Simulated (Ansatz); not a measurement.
## MoS2: carrier doping

Consider MoS$_{2}$ (space group P6_3/mmc, No. 194; a = 3.173 Å, c = 12.437 Å; layered, stacked along the Cartesian z axis).

Carriers are added at fixed cell with a uniform background; the Fermi–Dirac width is that of 300 K.

All numbers come from r2SCAN+rVV10, PAW, 500 eV (Ansatz, an electronic-structure program; scalar-relativistic without spin-orbit coupling).

Notes on the quantities. Fermi level from band edge: Fermi level relative to the doped band's edge (positive inside the band; to 0.05 eV).

```json
[
 {"change": "undoped", "gap between the host's bands": "1.01 eV", "Fermi level from band edge": "–", "gap character": "indirect, Γ → K–Γ (47 % along)"},
 {"change": "electrons 5.0×10^21 cm⁻³", "gap between the host's bands": "0.98 eV", "Fermi level from band edge": "+0.35 eV", "gap character": "indirect, Γ → K–Γ (47 % along)"},
 {"change": "electrons 7.0×10^21 cm⁻³", "gap between the host's bands": "0.97 eV", "Fermi level from band edge": "+0.45 eV", "gap character": "indirect, Γ → K–Γ (47 % along)"},
 {"change": "electrons 1.0×10^22 cm⁻³", "gap between the host's bands": "0.95 eV", "Fermi level from band edge": "+0.60 eV", "gap character": "indirect, Γ → K–Γ (47 % along)"},
 {"change": "holes 5.0×10^21 cm⁻³", "gap between the host's bands": "0.99 eV", "Fermi level from band edge": "+0.90 eV", "gap character": "indirect, Γ → K"},
 {"change": "holes 7.0×10^21 cm⁻³", "gap between the host's bands": "0.98 eV", "Fermi level from band edge": "+1.05 eV", "gap character": "indirect, Γ → K"},
 {"change": "holes 1.0×10^22 cm⁻³", "gap between the host's bands": "0.97 eV", "Fermi level from band edge": "___", "gap character": "indirect, Γ → K"}
]
```

Some entries are withheld; estimate them.


- holes 1.0×10^22 cm⁻³, Fermi level from band edge: +1.15 eV

Carriers are added with a uniform compensating background; total energy and stress of such cells depend on the potential's zero and are not compared; many-body gap narrowing is missing at this level. No phonon test of stability was made.
